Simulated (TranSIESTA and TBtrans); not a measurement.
System: In chain with one H atom inserted. Leads: straight In chain, spacing 3.074 Å. Geometry: 3 atoms about the centre moved by SIESTA (PBE, DZP) to a largest force of 0.02 eV/Å, all others as built, motion along the axis alone. Transport runs along z; the first 4 and the last 4 of the 15 atoms are the lead cells, repeated to infinity.

```xyz
15
Lattice="9.000 0.000 0.000 0.000 9.000 0.000 0.000 0.000 43.662" Properties=species:S:1:pos:R:3 pbc="F F T"
In     4.500     4.500     0.000
In     4.500     4.500     3.074
In     4.500     4.500     6.148
In     4.500     4.500     9.222
In     4.500     4.500    12.296
In     4.500     4.500    15.370
In     4.500     4.500    18.347
H      4.500     4.500    20.294
In     4.500     4.500    22.241
In     4.500     4.500    25.218
In     4.500     4.500    28.292
In     4.500     4.500    31.366
In     4.500     4.500    34.440
In     4.500     4.500    37.514
In     4.500     4.500    40.588
```

Run with TranSIESTA and TBtrans (open boundaries, self-consistent; PseudoDojo norm-conserving potentials, scalar-relativistic): PAO.BasisSize DZP, PAO.EnergyShift 0.15 eV, XC.Authors PBE, Mesh.Cutoff 200 Ry, ElectronicTemperature 300 K, TS.Voltage 0.0 eV, TBT.Elecs.Eta 0.001 eV, no spin polarisation.

Energies count from the leads' Fermi level. Transmissions are for one spin of a degenerate pair. The energy step is 0.01 eV; narrower resonances are cut or missed.

```tsv
E (eV)	T
-0.20	0.783
-0.15	0.795
-0.10	2.54
-0.05	2.71
0.00	2.69
0.05	2.61
0.10	2.51
0.15	2.40
0.20	2.29
```

Give the zero-bias conductance in μS and the resistance at 300 K.

At the Fermi level T = 2.69. Averaged with −∂f/∂E over the full grid (kT = 25.9 meV) it is 2.64. With G0 = 2e²/h = 77.48 μS, G = 205 μS and R = 1/G = 4.88 kΩ.

The eigenchannels at the Fermi level transmit 0.932, 0.932, 0.824. What Fano factor of the shot noise follows at low temperature and bias?

F = Σ τ(1 − τ)/Σ τ = 0.272/2.69 = 0.10.

The straight chain is held at its spacing; free chains may zigzag or dimerise. No spin-polarised start was tried, so a magnetic state, if there is one, is missed.
